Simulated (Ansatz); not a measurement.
Double-hcp La: elastic constant C12 by level of theory

No measured value is used here.

| level (code) | value (GPa) | cell (Å³/atom) |
|---|---|---|
| LDA (Ansatz) | 18.9 | 32.21 |
| PBE (Ansatz) | 15.3 | 37.13 |
| PBEsol (Ansatz) | 15.7 | 33.96 |
| r²SCAN (Ansatz) | [?] | 37.27 |

Question: Complete the blanks.

Answer: 
- r²SCAN (Ansatz, a quantum-chemistry and plane-wave program), value (GPa): 16.5

Each level is taken at its own relaxed cell. Cutoffs differ between the levels. Ansatz's density-functional and Hartree–Fock values are scalar-relativistic unless marked +SOC, with PAW data made under PBE.
